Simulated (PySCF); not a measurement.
PySCF 2.14.0, R2SCAN/def2-svpd, df: Cr(NH)(S)(F)(Me) ([CH3][Cr](=[NH])([F])=[S]), 9 atoms. The geometry is a generated start, not checked to be a minimum at this level.

```
Property                                       Value
-------------------------------  -------------------
task                             energy and gradient
method                                        r2scan
basis                                      def2-svpd
two-electron scheme                  density fitting
mol.max_memory                               7000 MB
mf.init_guess                        minao (default)
mf.DIIS                              CDIIS (default)
mf.diis_space                            8 (default)
mf.conv_tol                          1e-09 (default)
basis functions (reference run)                  156
grid points (reference run)                   757552
```

```xyz
9

Cr    -0.5241    -0.7472     0.1618
N      0.4020    -1.4094    -0.9999
H      0.9364    -1.9149    -1.6968
S      0.2158    -1.2946     2.0088
F     -2.2067    -0.5830     0.1886
C      0.2140     1.2129     0.0925
H      1.2705     1.3113     0.3466
H     -0.3692     1.8040     0.8110
H      0.0613     1.6210    -0.9126
```

Differences are taken against the run with mf.grids.level = 8, mf.grids.prune = nwchem_prune (default); no run here is proven converged. Each setting ran once; only counts and results are compared.

Settings tried, all else as in the reference:
- mf.grids.level = 3 (default), mf.grids.atom_grid = 35×110
- mf.grids.level = 3 (default), mf.grids.atom_grid = 75×302
- mf.grids.level = 3 (default)
- mf.grids.level = 3 (default), no pruning
- mf.grids.level = 3 (default), mf.grids.atom_grid = 50×194
- mf.grids.level = 2
- mf.grids.level = 4
- mf.grids.level = 6
- mf.grids.level = 1
- mf.grids.level = 5
- mf.grids.level = 0
- mf.grids.level = 3 (default), mf.grids.prune = treutler_prune

Which settings reproduce the reference to 0.10 meV/atom in energy, 1.0 meV/Å in forces (largest component)?

No setting is clearly within it. Outside: mf.grids.level = 6; mf.grids.level = 4; mf.grids.level = 5; mf.grids.level = 2; mf.grids.level = 3 (default), mf.grids.atom_grid = 75×302; mf.grids.level = 3 (default), mf.grids.prune = treutler_prune; mf.grids.level = 3 (default), no pruning; mf.grids.level = 3 (default), mf.grids.atom_grid = 50×194; mf.grids.level = 3 (default); mf.grids.level = 3 (default), mf.grids.atom_grid = 35×110; mf.grids.level = 1; mf.grids.level = 0.

```
setting                                                        grid points  energy against the reference  difference in forces (largest component)
-------------------------------------------------------------  -----------  ----------------------------  ----------------------------------------
the reference                                                       757552                             —                                         —
mf.grids.level = 6                                                  454448               +0.019 meV/atom                                  15 meV/Å
mf.grids.level = 4                                                  207568                −0.12 meV/atom                                  17 meV/Å
mf.grids.level = 5                                                  311456               −0.050 meV/atom                                  21 meV/Å
mf.grids.level = 2                                                   80296                −0.98 meV/atom                                  60 meV/Å
mf.grids.level = 3 (default), mf.grids.atom_grid = 75×302           128544                −0.95 meV/atom                                  60 meV/Å
mf.grids.level = 3 (default), mf.grids.prune = treutler_prune       109304                +0.64 meV/atom                                  94 meV/Å
mf.grids.level = 3 (default), no pruning                            202136                +0.63 meV/atom                                 110 meV/Å
mf.grids.level = 3 (default), mf.grids.atom_grid = 50×194            58752                 −6.4 meV/atom                                 110 meV/Å
mf.grids.level = 3 (default)                                        121304                +0.63 meV/atom                                 110 meV/Å
mf.grids.level = 3 (default), mf.grids.atom_grid = 35×110            25776                  +18 meV/atom                                 180 meV/Å
mf.grids.level = 1                                                   39256                −0.67 meV/atom                                 230 meV/Å
mf.grids.level = 0                                                    9768                  +63 meV/atom                                 850 meV/Å
```

Total energies are compared; such shifts often cancel in part in energy differences. The gradients leave out the derivatives of the grid weights. No test of the SCF solution's stability was run. Also tried and not ranked: mf.grids.level = 3 (default), mf.grids.atom_grid = 99×590 (ended without SCF convergence in 50 cycles). The tolerance is a choice made for this comparison.
